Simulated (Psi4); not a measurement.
Psi4 1.11, PBE0/def2-svp, scf_type pk: CB(C)OB(C)C, 19 atoms. The geometry is a generated start, not checked to be a minimum at this level.

| Quantity | Value |
|---|---|
| task | energy |
| method | pbe0 |
| basis | def2-svp |
| memory | 7 GB |
| e_convergence | 1e-08 |
| d_convergence | 1e-07 |
| guess | auto, which took SAD (default) |
| diis_max_vecs | 10 (default) |
| scf_initial_accelerator | adiis (default) |
| dft_radial_points | 75 (default) |
| dft_spherical_points | 302 (default) |
| basis functions | 158 |
| grid points | 404335 |

```xyz
19

B      1.3033    -0.0699    -0.0816
C      2.0732    -0.7739     1.1328
C      2.1139     0.4221    -1.3712
O      0.0064     0.0824    -0.0259
B     -1.2959     0.1477     0.0524
C     -1.9960     1.4241     0.7210
C     -2.1900    -1.0651    -0.4885
H      1.4542    -0.8440     2.0248
H      2.9887    -0.2492     1.3971
H      2.3624    -1.7865     0.8589
H      1.4573     0.8195    -2.1415
H      2.8369     1.1980    -1.1174
H      2.6824    -0.3970    -1.8106
H     -2.6217     1.1233     1.5595
H     -2.6484     1.9368     0.0184
H     -1.2727     2.1472     1.0907
H     -1.6253    -1.7429    -1.1238
H     -3.0584    -0.7257    -1.0452
H     -2.5702    -1.6468     0.3501
```
Charge 0, spin multiplicity 1.

The reference run uses exact four-centre integrals (scf_type = pk). Each setting ran once; only counts and results are compared.

Settings tried, all else as in the reference:
- scf_type = dfdirj+cosx, cosx_radial_points_final = 50, cosx_spherical_points_final = 194
- scf_type = cd, cholesky_tolerance = 0.001
- scf_type = dfdirj+link
- scf_type = cd, cholesky_tolerance = 1e-06
- scf_type = dfdirj+cosx, cosx_radial_points_final = 25, cosx_spherical_points_final = 50
- scf_type = dfdirj+cosx
- scf_type = cd, cholesky_tolerance = 0.0001 (default)
- scf_type = mem_df
- scf_type = dfdirj+snlink
- scf_type = cd, cholesky_tolerance = 0.01
- scf_type = cd, cholesky_tolerance = 1e-05
- scf_type = dfdirj+cosx, cosx_radial_points_final = 75, cosx_spherical_points_final = 302

Question: Which of these stay within 1.0 meV/atom in energy of the reference run?

Answer: Within it: scf_type = cd, cholesky_tolerance = 1e-06; scf_type = mem_df; scf_type = cd, cholesky_tolerance = 1e-05; scf_type = dfdirj+cosx, cosx_radial_points_final = 50, cosx_spherical_points_final = 194; scf_type = dfdirj+cosx, cosx_radial_points_final = 75, cosx_spherical_points_final = 302; scf_type = dfdirj+link; scf_type = dfdirj+snlink; scf_type = dfdirj+cosx. At the edge (between 0.75 and 1.33 times the tolerance): scf_type = cd, cholesky_tolerance = 0.0001 (default). Outside: scf_type = cd, cholesky_tolerance = 0.001; scf_type = cd, cholesky_tolerance = 0.01; scf_type = dfdirj+cosx, cosx_radial_points_final = 25, cosx_spherical_points_final = 50.

```tsv
setting	energy against the reference
scf_type = cd, cholesky_tolerance = 1e-06	−0.016 meV/atom
scf_type = mem_df	−0.11 meV/atom
scf_type = cd, cholesky_tolerance = 1e-05	−0.12 meV/atom
scf_type = dfdirj+cosx, cosx_radial_points_final = 50, cosx_spherical_points_final = 194	−0.18 meV/atom
scf_type = dfdirj+cosx, cosx_radial_points_final = 75, cosx_spherical_points_final = 302	−0.18 meV/atom
scf_type = dfdirj+link	−0.19 meV/atom
scf_type = dfdirj+snlink	−0.20 meV/atom
scf_type = dfdirj+cosx	−0.21 meV/atom
scf_type = cd, cholesky_tolerance = 0.0001 (default)	−0.80 meV/atom
scf_type = cd, cholesky_tolerance = 0.001	−3.3 meV/atom
scf_type = cd, cholesky_tolerance = 0.01	+3.3 meV/atom
scf_type = dfdirj+cosx, cosx_radial_points_final = 25, cosx_spherical_points_final = 50	−4.1 meV/atom
```

Total energies are compared; such shifts often cancel in part in energy differences. The DFDIRJ builders fit J, which adds its shift to that of exchange. Psi4 runs the final COSX grid once, on the density of the start grid. Also tried and not ranked: scf_type = direct (same energy as a listed run). The tolerance is a choice made for this comparison.
